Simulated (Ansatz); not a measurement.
GaSb: pressure series

Consider GaSb in the zinc blende structure (space group F-43m, No. 216; a = 6.1324 Å).

Cell and atoms are relaxed at each pressure.

Level of theory: Ansatz (a quantum-chemistry and plane-wave program) r2SCAN, scalar-relativistic without spin-orbit coupling.

```tsv
case	lattice parameter a	band gap	gap character
base	6.132 Å	0.41 eV	direct at Γ
pressure −2 GPa	6.219 Å	0.10 eV	direct at Γ
pressure −1 GPa	…	…	direct at Γ
pressure 0.3 GPa	6.121 Å	0.45 eV	direct at Γ
pressure 0.7 GPa	6.107 Å	…	direct at Γ
pressure 1.5 GPa	6.079 Å	0.61 eV	direct at Γ
pressure 3 GPa	6.031 Å	0.80 eV	direct at Γ
pressure 5 GPa	5.975 Å	0.87 eV	indirect, Γ → L
pressure 7.5 GPa	…	0.94 eV	indirect, Γ → Γ–X (79 % along)
pressure 10 GPa	5.860 Å	0.89 eV	indirect, Γ → Γ–X (79 % along)
```

What belongs in the blanks?


- pressure −1 GPa, lattice parameter a: 6.173 Å
- pressure −1 GPa, band gap: 0.26 eV
- pressure 0.7 GPa, band gap: 0.51 eV
- pressure 7.5 GPa, lattice parameter a: 5.914 Å

Spin-orbit coupling, missing from the scalar runs, can matter with Sb. Load acts through the strain it causes; cell and atoms are relaxed under it. No phonon test of stability was made. Tetrahedral semiconductors of this kind turn to denser phases somewhere between about 1 and 50 GPa; those were not computed, so compressed cells here can lie past the real transition. A zero or small gap of GaSb under pressure −2 GPa and GaSb under pressure −1 GPa can be the functional's error rather than a property of the material.
